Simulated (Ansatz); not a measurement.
SiO2 (model structure, started from the tetragonal ZrO2 type, P4₂/nmc, No. 137, 6 atoms in the cell), treated with G0W0@PBEsol (plane waves, hard PAW, contour deformation; Ansatz, a quantum-chemistry and plane-wave program).

The cell is the one relaxed with PBEsol. Conventional cell: a = 2.8215 Å, b = 2.8215 Å, c = 8.5799 Å, α = 90.00°, β = 90.00°, γ = 90.00°.

The quasiparticle gap at Γ at a fixed k mesh 4×4×2:

```csv
response cutoff,value (eV)
"150 eV, 523 empty bands",8.469
"200 eV, 806 empty bands",8.568
"250 eV, 1126 empty bands",8.623
"300 eV, 1481 empty bands",8.654
```

**Question.** Taking the value to converge with the response cutoff E as E^(−3/2), extrapolate from the last two rows.

**Answer.** With y = y∞ + c/w and weights w = 3953 and 5196 for the last two rows, y∞ = (w2 y2 − w1 y1)/(w2 − w1) = (5196 × 8.654 − 3953 × 8.623)/1243 = 8.753 eV, which lies 0.099 beyond the last row. Successive pairs of rows give 8.752, 8.761, 8.753. The limit also hangs on the law assumed, so its last digits aren't firm.

The other settings are not extrapolated, so this is the limit in one setting alone.

At the last cutoff the smallest gap on this mesh is 8.33 eV, with an edge away from Γ.

A model structure was made by putting elements into a prototype or built by hand; it is no filed structure, need not be a known phase, and can be a saddle point held by its symmetry.
